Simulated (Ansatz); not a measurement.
# Thermal expansion of hcp (Mg type) Be

Method: quasi-harmonic approximation, Ansatz (a quantum-chemistry and plane-wave program), PBE functional, plane-wave PAW; phonon mesh 5×5×3, k mesh 20×20×9. 

| T (K) | α_a (10⁻⁶/K) | α_c (10⁻⁶/K) | C_P (J/mol/K) | bulk modulus B_T (GPa) | γ |
|---|---|---|---|---|---|
| 50 | 0.1 | 0.0 | 0.1 | 118 | 0.92 |
| 100 | 1.4 | 0.8 | 1.9 | 118 | 1.07 |
| 150 | 4.3 | 2.9 | 5.9 | 118 | 1.13 |
| 200 | 7.4 | 5.5 | 10.1 | 118 | 1.15 |
| 250 | 10.0 | 7.9 | 13.7 | 117 | 1.17 |
| 300 | 11.9 | 9.7 | 16.3 | 116 | 1.18 |
| 350 | 13.3 | 11.2 | 18.3 | 115 | 1.18 |
| 400 | 14.5 | 12.3 | 19.8 | 114 | 1.19 |
| 450 | 15.3 | 13.1 | 20.9 | 113 | 1.19 |
| 500 | 16.1 | 13.8 | 21.8 | 112 | 1.19 |
| 550 | 16.7 | 14.4 | 22.6 | 111 | 1.20 |
| 600 | 17.2 | 14.9 | 23.2 | 110 | 1.20 |
| 650 | 17.6 | 15.3 | 23.7 | 110 | 1.20 |
| 700 | 18.0 | 15.7 | 24.1 | 109 | 1.21 |
| 750 | 18.4 | 16.0 | 24.5 | 108 | 1.21 |
| 800 | 18.8 | 16.3 | 24.8 | 106 | 1.21 |
| 850 | 19.1 | 16.6 | 25.1 | 105 | 1.22 |
| 900 | 19.4 | 16.8 | 25.4 | 104 | 1.22 |
| 950 | 19.7 | 17.0 | 25.6 | 103 | 1.22 |
| 1000 | 20.0 | 17.3 | 25.8 | 102 | 1.23 |

| Property | Result |
|---|---|
| conventional lattice constants at 300 K | a = 2.285 Å, c = 3.580 Å |
| entropy at 300 K | 9.7 J/(mol K) |
| adiabatic bulk modulus at 300 K | 117 GPa |
| bulk modulus without vibrations | 123 GPa |
| zero-point volume expansion | 1.87 % |

Computed at 300 K against measurement: linear expansion coefficient 11.17 computed, 11.30 measured 10⁻⁶/K (-1 %; Kaye and Laby Online (NPL), 2.3.5 Thermal expansion); lattice constant a 2.285 computed, 2.286 measured Å (0.0 %; Wikipedia, Beryllium (infobox)); lattice constant c 3.580 computed, 3.584 measured Å (-0.1 %; Wikipedia, Beryllium (infobox)).  

The crystal is held in this phase throughout; melting and phase transitions are not modelled.
